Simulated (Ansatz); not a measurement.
Ansatz (a first-principles code) run on Ir3Pd (Fm-3m, 4 atoms in the cell): relaxation of cell and atoms.

Method: PBEsol, default PAW files made with PBE (plane waves; Ansatz).

```
Ir3Pd
1.0
    0.00000     3.19431     3.19431
    3.19431     0.00000     3.19431
    3.19431     3.19431     0.00000
Pd Ir
1 3
Direct
  0.00000   0.00000   0.00000
  0.50000   0.50000   0.50000
  0.25000   0.25000   0.25000
  0.75000   0.75000   0.75000
```

Reference input (self-consistent single point, DFT, PBEsol, plane waves, default PAW files made with PBE): basis.ecutwfc = 420 eV; kpoints.mp_grid.grid = 12 12 12; hamiltonian.xc = pbesol; hamiltonian.pseudopotentials = {kind: paw} (the program's default PAW files); scf.occupations.method = methfessel_paxton; scf.occupations.width = 0.1 eV. This run's input differs from it in these lines:

Ansatz 0.2 input:
```diff
@@ -12,3 +12,3 @@
 basis:
-  ecutwfc: 420.0
+  ecutwfc: 590.0
 kpoints:
@@ -20,2 +20,4 @@
   occupations: { method: methfessel_paxton, width: 0.1 }
+relax:
+  cell: {}
 output:
```

The program printed (abridged):

```
   [... SCF lines of the steps left out ...]
relax step   1: F+E_penalty+E_count = -42300.96254760 eV  Δ(F+E_penalty+E_count) = +0.000e0 eV  max|allowed force component| = 5.204e-18 eV/Å  Δτ_max = 0.0000 Å  P = -27.248 GPa  Ω = 65.187 Å³  (7 SCF iters, dr2 threshold 1.00e-7 eV, accepted)
relax step   2: F+E_penalty+E_count = -42301.60193838 eV  Δ(F+E_penalty+E_count) = -6.394e-1 eV  max|allowed force component| = 2.776e-17 eV/Å  Δτ_max = 0.0000 Å  P = +10.781 GPa  Ω = 56.111 Å³  energy of the carried Pulay correction = +4.567e-4 eV  [...]
   [... lines left out ...]
relax step   4: F+E_penalty+E_count = -42301.66093235 eV  Δ(F+E_penalty+E_count) = -4.030e-3 eV  max|allowed force component| = 3.007e-17 eV/Å  Δτ_max = 0.0000 Å  P = -0.031 GPa  Ω = 57.930 Å³  energy of the carried Pulay correction = +3.597e-4 eV  [...]
relax step   5: F+E_penalty+E_count = -42301.66041430 eV  Δ(F+E_penalty+E_count) = +5.181e-4 eV  max|allowed force component| = 3.007e-17 eV/Å  Δτ_max = 0.0000 Å  P = -0.024 GPa  Ω = 57.930 Å³  stress off target by 2.37e-2 GPa  SCF on the basis [...]
basis re-selected at this cell: Δ(F+E_penalty+E_count) = +5.181e-4 eV, ΔP = +0.007 GPa vs the last step
the relaxation is at rest under the 48 symmetry operations that the run kept from its start: a minimum is not shown …
Stability not checked (fill_not_monotonic)
Free energy (F): -42301.660414 eV
Internal energy: -42301.664955 eV  (E = F + TS)
   [... lines left out ...]
Fermi energy:    23.588124 eV
  cell:  # Å, volume = 57.9300 Å³
   [... lines left out ...]
    - [3.0710808038885813, -3.8215296014577224e-35, 3.0710808038885813]
    - [3.0710808038885813, 3.0710808038885813, -1.2738430082238975e-34]
  atoms:
    - { symbol: Pd, position: [1.8278084864591403e-33, -1.647495418099264e-33, -1.4864947728546961e-33] }
    - { symbol: Ir, position: [0.5, 0.5, 0.5] }
    - { symbol: Ir, position: [0.25, 0.25, 0.25] }
    - { symbol: Ir, position: [0.75, 0.75, 0.75] }
```

The run converged. 

Summary of the result:
| Quantity | Value |
|---|---|
| Free energy E − TS (on the zero of these files) | -42301.6604 eV |
| Fermi level (on the code's own zero) | 23.59 eV |
| Pressure | -0.02 GPa |
| Final cell | a = b = c = 4.343 Å, α = β = γ = 60.00° |
| Final volume per atom | 14.48 Å³ |
| Relaxation steps | 5 |

The starting cell was generated: these elements placed on a structure prototype, without a prior relaxation; it need not be a known phase or ordering of this composition. Its lattice was rescaled by a random factor within 2.5 % of one. Spin polarisation is off. The relaxation keeps the symmetry of its start, so its end need not be a minimum. Ansatz's pressure includes its estimate of the finite-basis (Pulay) stress.

Cost on one core of a shared machine: roughly 60 s.
